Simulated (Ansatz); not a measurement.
Results of PBEsol (plane waves, PAW; Ansatz, a first-principles code) for cubic perovskite SrZrO₃ (cubic high-temperature phase).

Settings: plane-wave cutoff 520 eV, 8×8×8 k mesh, Fermi–Dirac smearing 0.01 eV, scalar-relativistic PAW data made under PBE.

Computed at the level's own relaxed cell.

**Question.** What does this level give for the band gap, smallest direct gap on the k points sampled and lattice constant a?

**Answer.** 
band gap: 3.31 eV
smallest direct gap on the k points sampled: 3.57 eV
lattice constant a: 4.130 Å

Note: held by symmetry at 0 K, a high-temperature phase can be a saddle point.

Spin–orbit coupling is not included.

The computed numbers hold no vibrational or temperature effects.

Computing time: around 11 core-seconds (rough).
